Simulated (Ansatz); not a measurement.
Output of an Ansatz run (abridged):

```
WARN ansatz: RAYON_NUM_THREADS=1 ignored (pool sized by the plan → 1); use --threads N
basis.fft_grid_basis auto: the FFT boxes are laid along the combinations [[1, 0, -1], [0, 1, -1], [0, 0, 1]] of the cell's own vectors, 3.436, 3.436 and 6.388 …
Pseudopotentials: kind: paw
Pseudopotential: K, paw, valence charge 9
Pseudopotential: Tl, paw, valence charge 13
Pseudopotential: O, paw, valence charge 6
Crystal: 4 atoms, lattice volume = 62.089 Å³
Basis set: ecut = 420 eV, 1203 PW (Γ), FFT grids on a1−a3, a2−a3, a3
Bands: 21, of which v1, the nominal top of the filled ones, is band 17 counted from 1 (16 counted from 0)
Symmetry: 6 space group operations
Space group: R3m (ITA 160), of the structure as read, at distance tolerance 4.0e-5 Å
k-points: 65 of 512 (time reversal used)
PAW frozen core: K, regenerated for the run's functional, and the local potential with it
PAW frozen core: Tl, regenerated for the run's functional, and the local potential with it
PAW frozen core: O, regenerated for the run's functional, and the local potential with it
Initial density: superposition of atomic densities (neutral atoms: chi_scale 0, normalization atom), corrected by the library's trained network
Initial wavefunctions: pseudopotential atomic-orbital guess
Eigensolver: davidson
Functional: x = slater, c = lda
SCF iter   1: F=—  HF=-13752.868469 eV  |F-HF|=—  |Δ(HF+E_count)|=         —  Δρ=1.75e-2  dr2=1.77e-1  ethr=1.77e-3  ⟨swp⟩=6.3  Hψ=7451  notcnv=0
all-band conjugate gradients solve this SCF's bands
preconditioner: auto → none
SCF iter   2: F=—  HF=-13752.843090 eV  |F-HF|=—  |Δ(HF+E_count)|=   2.54e-2  Δρ=1.32e-2  dr2=8.34e-2  ethr=5.19e-4  ⟨swp⟩=2.0  Hψ=3185  notcnv=0
SCF iter   3: F=—  HF=-13752.821245 eV  |F-HF|=—  |Δ(HF+E_count)|=   2.18e-2  Δρ=2.25e-3  dr2=1.88e-3  ethr=2.45e-4  ⟨swp⟩=2.1  Hψ=2169  notcnv=0
SCF iter   4: F=—  HF=-13752.820681 eV  |F-HF|=—  |Δ(HF+E_count)|=   5.65e-4  Δρ=7.76e-4  dr2=1.83e-4  ethr=5.52e-6  ⟨swp⟩=2.8  Hψ=2361  notcnv=0
SCF iter   5: F=—  HF=-13752.820686 eV  |F-HF|=—  |Δ(HF+E_count)|=   5.02e-6  Δρ=7.12e-4  dr2=3.88e-4  ethr=5.39e-7  ⟨swp⟩=2.3  Hψ=2404  notcnv=0
SCF iter   6: F=—  HF=-13752.820627 eV  |F-HF|=—  |Δ(HF+E_count)|=   5.82e-5  Δρ=1.46e-4  dr2=1.52e-5  ethr=5.39e-7  ⟨swp⟩=2.0  Hψ=1755  notcnv=0
SCF iter   7: F=—  HF=-13752.820624 eV  |F-HF|=—  |Δ(HF+E_count)|=   3.41e-6  Δρ=2.30e-5  dr2=2.67e-7  ethr=4.47e-8  ⟨swp⟩=2.2  Hψ=1826  notcnv=0
SCF iter   8: F=-13752.820624 eV  HF=-13752.820624 eV  |F-HF|=1.77e-8  |Δ(HF+E_count)|=   3.20e-8  Δρ=6.52e-6  dr2=2.32e-8  ethr=2.94e-10  ⟨swp⟩=4.1  Hψ=4721  notcnv=0
SCF 1 converged in 8 iterations: F = -13752.820624 eV  dr2 = 2.32e-8
SCF converged after 8 iterations
Free energy (F): -13752.820624 eV
Harris-Foulkes:  -13752.820624 eV  (|F-HF|=1.77e-8)
Internal energy: -13752.820624 eV  (E = F + TS)
E sigma→0 (E₀):  -13752.820624 eV
Fermi energy:    7.810339 eV
--- Per-component energies (eV) ---
  E_band       = -54.274976
  E_kinetic    = 940.768751
  E_local      = -2041.659672  (includes V_loc(G=0)·N_el)
  E_nonlocal   = 438.894956
  E_hartree    = 745.147494
  E_xc         = -503.456332
  E_vxc        = -489.300036  (∫ρ·V_xc dr)
  E_paw        = -10914.066675  (= ΣΔE_a)
  E_vpaw       = -393.278766  (= ΣTr[D̂ρ^β])
  E_aug_tail   = 0.004822  (compensation charges beyond the density's cutoff)
  E_ewald      = -2418.763750
  E_core_change = 0.309782  (= ΣΔE_core)
  E_smearing   = -0.000000  (= −TS)
  E_closure    = -0.000000  (closes the sum)
  Σ components = -13752.820624   (vs F -13752.820624, Δ=0.00e0)
--- Forces (eV/Å), atoms counted from 1 ---
  atom   1  K      0.00000000     0.00000001    -0.19033865
  atom   2  Tl     0.00000000    -0.00000001     0.18994339
  atom   3  O      0.00000000     0.00000000    -0.01416536
  atom   4  O      0.00000000    -0.00000000     0.01482735
  max |Σ_I F_I| component: 2.67e-4 eV/Å
--- Stress (GPa, compression-positive) ---
       -2.996452       0.000000       0.000000
        0.000000      -2.996452       0.000000
        0.000000       0.000000      -3.667945
  P = ⅓ Tr σ = -3.2203 GPa (-32.203 kbar)
  The stress holds the Pulay correction. Without it, at fixed plane waves, as pw.x and ABINIT print it: P = -3.7668 GPa
--- Band table (eV; the first three rows and the last of 65) ---
  k-point 0: bands = ["-20.6332", "-9.2310", "-8.4641", "-4.0201", "-3.9282", "-3.9282", "-2.3136", "-2.3136", "-2.2542", "-1.8007", "-1.8007", "3.1729", "6.3493", "6.3493", "6.6732", "7.2069", "7.2069", "8.2502", "12.5545", "13.3142", "16.3514"]
  k-point 1: bands = ["-20.6122", "-9.1445", "-8.4771", "-4.0941", "-4.0492", "-3.9617", "-2.2413", "-2.2198", "-2.1503", "-1.8097", "-1.8060", "3.0285", "5.9374", "6.2258", "6.5988", "6.8964", "7.1954", "8.9840", "12.9328", "13.5598", "16.0111"]
  k-point 2: bands = ["-20.5610", "-8.9289", "-8.5144", "-4.3725", "-4.1483", "-4.0412", "-2.1568", "-2.1090", "-1.9443", "-1.7759", "-1.6781", "2.6654", "5.4583", "5.8737", "6.0205", "6.7336", "7.2191", "10.0553", "13.2067", "14.3444", "15.3766"]
  k-point 64: bands = ["-20.6326", "-9.3803", "-8.2611", "-4.1537", "-3.9316", "-3.9316", "-2.3095", "-2.3095", "-2.1469", "-1.7978", "-1.7978", "3.2814", "5.9503", "6.2471", "6.2471", "7.3300", "7.3300", "9.3269", "11.7155", "13.1178", "16.3021"]
```

The structure:

```
CELL_PARAMETERS angstrom
      1.71813     0.99196     6.07173
     -1.71813     0.99196     6.07173
      0.00000    -1.98392     6.07173
ATOMIC_POSITIONS crystal
  K  0.50274 0.50274 0.50274
  Tl 0.00000 0.00000 0.00000
  O  0.73208 0.73208 0.73208
  O  0.26792 0.26792 0.26792
```

Question: Write an input that gives this output.

Answer: Other spellings and defaults could give the same log, and not every line can be read from it. The input that was run (DFT, LDA (PW92), plane waves, default PAW files made with PBE):

Ansatz 0.2 input:
```yaml
# KTlO2
crystal:
  lattice:
    - [1.718126, 0.991960, 6.071729]
    - [-1.718126, 0.991960, 6.071729]
    - [0.000000, -1.983922, 6.071729]
  atoms:
    - { symbol: K, position: [0.502745, 0.502745, 0.502745] }
    - { symbol: Tl, position: [0.000000, 0.000000, 0.000000] }
    - { symbol: O, position: [0.732079, 0.732079, 0.732079] }
    - { symbol: O, position: [0.267921, 0.267921, 0.267921] }
basis:
  ecutwfc: 420.0
kpoints:
  mp_grid:
    grid: [8, 8, 8]
hamiltonian:
  xc: lda
  pseudopotentials:
    kind: paw
scf:
  occupations:
    method: fermi_dirac
    width: 0.02
output:
  forces: true
  eigenvalues: true
  stress: true
```

The starting cell comes from a database of computed structures (which also holds hypothetical and non-ambient phases and stackings), without a prior relaxation at this level. Its lattice was rescaled by up to half a per cent. One atom was moved a little off its site on purpose. Spin-orbit coupling is off. With a pressure of about -3 GPa the cell is away from its equilibrium volume at this level. Ansatz's pressure includes its estimate of the finite-basis (Pulay) stress. Without the estimate this run gives -3.77 GPa.

Ansatz is a program for electronic structure.
